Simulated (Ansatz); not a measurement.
GaN: response to strain

The reference is GaN in the zinc blende structure (space group F-43m, No. 216; a = 4.549 Å).

Strains are applied to the cell and any free atomic positions relax.

Level of theory: DFT with PBE, PAW potentials and a 420 eV plane-wave cutoff in Ansatz (a first-principles code), spin-orbit coupling left out.

Notes on the quantities. energy relative to the base: free energy F.

```json
[
 {"isotropic strain (%)": "-2", "energy relative to the base (meV/atom)": "24.4"},
 {"isotropic strain (%)": "-1", "energy relative to the base (meV/atom)": "5.9"},
 {"isotropic strain (%)": "-0.5", "energy relative to the base (meV/atom)": "1.5"},
 {"isotropic strain (%)": "0", "energy relative to the base (meV/atom)": "0.0"},
 {"isotropic strain (%)": "0.5", "energy relative to the base (meV/atom)": "1.4"},
 {"isotropic strain (%)": "1", "energy relative to the base (meV/atom)": "5.5"},
 {"isotropic strain (%)": "1.5", "energy relative to the base (meV/atom)": "12.1"},
 {"isotropic strain (%)": "2", "energy relative to the base (meV/atom)": "?"},
 {"isotropic strain (%)": "3", "energy relative to the base (meV/atom)": "46.1"}
]
```

**Question.** Fit ΔE = Aε² + Bε³ (ε in %) to the rows shown and predict the withheld row.

**Answer.** Least squares on the printed values gives A = 5.71 and B = -0.20 meV/atom (largest residual 0.1 meV/atom); this predicts 21.3 meV/atom, and the run gives 21.2 meV/atom, in agreement.

Whether these cells are dynamically stable was not tested. This is not the structure that GaN has at room temperature and ambient pressure.
